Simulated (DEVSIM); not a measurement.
System: Au/SiO2/p-Si capacitor, at 300 K.

Layer 1 from the left is SiO2, thickness (nm) 3.50. Layer 2 from the left is Si, thickness (nm) 700, Na (cm⁻³) 6.7e17.

Metal gate on the left, work function 5.1 eV. Fixed charge at the semiconductor interface 8.3e10 cm⁻² (in units of +e); no interface traps.

Constants are typed, rounded textbook-type inputs, not results; the design itself was drawn at random and stands for no fabricated device. Values at 300 K.

SiO2: gap (eV) 9, affinity (eV) 0.9, permittivity 3.9. Si: gap (eV) 1.124, affinity (eV) 4.05, permittivity 11.7, Nc (cm⁻³) 2.86e19, Nv (cm⁻³) 3.1e19.

**Question.** Estimate by hand the flat-band voltage, the threshold voltage, and compare with a numerical solution.

**Answer.** 
- Flat-band voltage: C = 0.987 μF/cm², work-function difference 0.025 V; VFB = φms − qNf/C = 0.01 V; numerical 0.01 V.
- Threshold voltage: φF = 0.464 V, depletion charge √(4εqNφF) = 4.54e-7 C/cm²; VT = VFB + 2φF + Qd/C = 1.40 V; numerical 1.40 V.

Simulated with DEVSIM: 1D Poisson equation in equilibrium, Boltzmann statistics, complete ionisation; no quantum confinement or tunnelling. Metal contacts follow the ideal Schottky-Mott rule: no Fermi-level pinning, no interface dipoles.
